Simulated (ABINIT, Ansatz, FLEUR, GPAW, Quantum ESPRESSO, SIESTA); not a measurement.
Ta₂N (P-3m1, 3 atoms in the cell) computed with different codes at matched settings

Self-consistent single point, at a second geometry (lattice scaled by 0.98). First geometry:

```yaml
crystal:
  lattice:
    - [3.10632, 0.00000, 0.00000]
    - [-1.55316, 2.69015, 0.00000]
    - [0.00000, 0.00000, 4.85961]
  atoms:
    - { symbol: Ta, position: [0.66667, 0.33333, 0.74529] }
    - { symbol: Ta, position: [0.33333, 0.66667, 0.25471] }
    - { symbol: N, position: [0.00000, 0.00000, 0.00000] }
```

Shared settings, as Ansatz (a quantum-chemistry and plane-wave program) writes them: kpoints.mp_grid.grid = 12 12 7; scf.occupations.method = gaussian; scf.occupations.width = 0.05 eV. Potentials and cutoffs stand in the table.

| code | model | ΔF from the first geometry (meV/atom) | pressure (GPa) | largest force (eV/Å) | cutoff |
|---|---|---|---|---|---|
| FLEUR | PBE, all-electron FLAPW (FLEUR), scalar-relativistic valence | – | – | 0.267 | Kmax 4.3 1/bohr |
| Quantum ESPRESSO | PBE, GBRV 1.5 ultrasoft (PBE) pseudopotentials | 48.6 | 18.36 | 0.335 | 40 Ry |
| SIESTA | GGA PBE, numerical atomic orbitals DZP, PseudoDojo PBE standard norm-conserving potentials (rewritten from UPF to PSML) | 49.2 | 20.55 | 0.838 | grid 400 Ry |
| ABINIT | PBE, norm-conserving pseudopotentials (PseudoDojo nc-sr-05 PBE standard) | 47.6 | 19.83 | 0.308 | 42 Ha |
| Ansatz | PBE, default PAW files | 48.2 | 19.69 | 0.293 | default |
| GPAW | PBE, GPAW PAW datasets PBE (gpaw-data 1.0.1) | 51.3 | – | 0.361 | 900 eV |

For Quantum ESPRESSO (by 1.7 GPa) the energy change implies a higher mean pressure, against the two pressures, than for the other programs: a sign of finite-basis (Pulay) stress.

A dash marks a value that a program does not give, or that is left out as unsure.

On Ansatz's run: spin-orbit coupling is off. Spin polarisation is off; with an odd number of electrons in the cell that forces a metal, and a magnetic state may lie lower.

The spread over the programs that give each value: ΔF from the first geometry within 3.7 meV/atom; pressure within 2.19 GPa; largest force within 0.571 eV/Å.

SIESTA uses small atom-centred bases, whose incompleteness enters pressures, forces and empty levels differently from a plane-wave cutoff. FLEUR treats all electrons, but the usual bases taken here (sphere radii, linearisation, local orbitals, empty states) were not tested for convergence, so the values are no reference for the others. Ansatz's pressure is given at a fixed set of plane waves, as the other plane-wave codes print theirs; with its correction for the finite basis it is 19.99 GPa (the shift of 0.30 GPa shows how far the cutoff is from converged). The pressure of GPAW is left out: its cutoff lies under the one at which its stress was checked. In the pressure, Quantum ESPRESSO (by 1.32) lies more than 1 GPa from the median of the plane-wave programs. In the force vectors, SIESTA (by 0.517) lies more than 0.08 eV/Å from the median of the plane-wave programs.

The starting cell comes from a database of computed structures (which also holds hypothetical and non-ambient phases and stackings), without a prior relaxation at this level. Its lattice was rescaled by a random factor within 2.5 % of one. For this run, on top of that: lattice scaled by 0.98.

Left out of this page: Elk (not drawn, or without a comparable value).

Keys are those of Ansatz 0.2.
